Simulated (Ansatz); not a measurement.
# MoP under a change: Rh on a P site, symmetric start

The reference is an 8-atom supercell of MoP (space group P-6m2, No. 187; a = 3.206 Å, c = 3.174 Å) at its relaxed geometry.

The change: a neutral Rh on a P site, symmetric start, atoms relaxed at fixed cell.

Method: Kohn–Sham DFT with the PBEsol functional, run in Ansatz (an electronic-structure program) with PAW and 420 eV plane waves, no spin-orbit coupling. Γ-centred 12×12×12 mesh, Fermi–Dirac width 0.05 eV.

```tsv
quantity	base	changed	shift
pressure	0.0 GPa	9.9 GPa	+9.9 GPa
energy gained by relaxation	–	0.72 eV	–
mean distance from the defect site to its nearest host atoms	2.44 Å	2.57 Å	+0.13 Å
```

Cost of the whole job for the changed cell (relaxation, final SCF and bands): about 4 core-minutes (a rough figure).

In so small a cell the defect repeats every few ångströms: this is an ordered compound, not a dilute defect. The defect started on the symmetric site and kept its symmetry, so it may sit on a saddle. The final runs are not spin-polarised. An odd electron count without spin: MoP. The defect cell is not spin-polarised.
